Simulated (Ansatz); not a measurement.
The parent structure is Cs₂AgBiBr₆ (space group Fm-3m, No. 225; a = 10.996 Å). Axes: x, y, z lie along the cube axes.

Computed with LDA/PAW in Ansatz (an electronic-structure program), no SOC.

For the base:

The smallest direct gap is 2.20 eV.

The change: biaxial strain +1.25 %, plane normal [111], relaxed out of plane (Cartesian); in-plane vectors clamped, the third vector and the atoms free.

Question: How does this affect the smallest direct gap?

Answer: The smallest direct gap falls by 0.073 eV to 2.12 eV.

Question: Predict the new in-plane stress.

Answer: The mean in-plane stress (compression positive) comes out as -0.4 GPa.

Question: Estimate the effect on the ratio −ε⊥/ε∥.

Answer: The ratio −ε⊥/ε∥ comes out as 1.30.

Spin-orbit coupling, missing from the scalar runs, can matter with Bi. Stability against distortions was not tested.
